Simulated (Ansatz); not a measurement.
# Effective masses and thermopower of MgO under load (space group Immm)

Here is the system:

```xyz
2
Lattice="0.0037 2.1103 2.1051 2.1103 0.0037 2.1051 2.1140 2.1140 0.0000" Properties=species:S:1:pos:R:3 pbc="T T T"
Mg     0.0000     0.0000     0.0000
O      2.1140     2.1140     2.1051
```

Calculation: PBEsol, rigid bands (plane waves, PAW, scalar-relativistic; Ansatz, a program for electronic structure). Condition of this run: uniaxial stress along [110] of -1 GPa (compression positive) (the target of the relaxation). Cell: cell and atoms relaxed with PBEsol, then loaded as said.

- band gap = 4.59 eV
- electron conductivity mass (300 K, dilute) = 0.35 mₑ
- hole conductivity mass (300 K, dilute) = 2.3 mₑ
- effective density of states N_c (300 K) = 5.3e18 cm⁻³
- effective density of states N_v (300 K) = 1.8e20 cm⁻³
- density-of-states mass, electrons = 0.36 mₑ
- density-of-states mass, holes = 3.7 mₑ
- Seebeck coefficient, n-type 1e19 cm⁻³, 300 K = -171 μV/K
- best n-type power factor at 300 K for τ = 10 fs (best axis; densities from 1e16 to 1e21 cm⁻³ tried, whether or not they can be reached) = 2.3 μW/(cm·K²) at 3e19 cm⁻³
- Seebeck coefficient, p-type 1e19 cm⁻³, 300 K = 501 μV/K

Rigid bands; masses and Seebeck coefficients take one relaxation time τ for all states and one kind of carrier; polarons and phonon drag are left out. Spin-orbit coupling is left out.
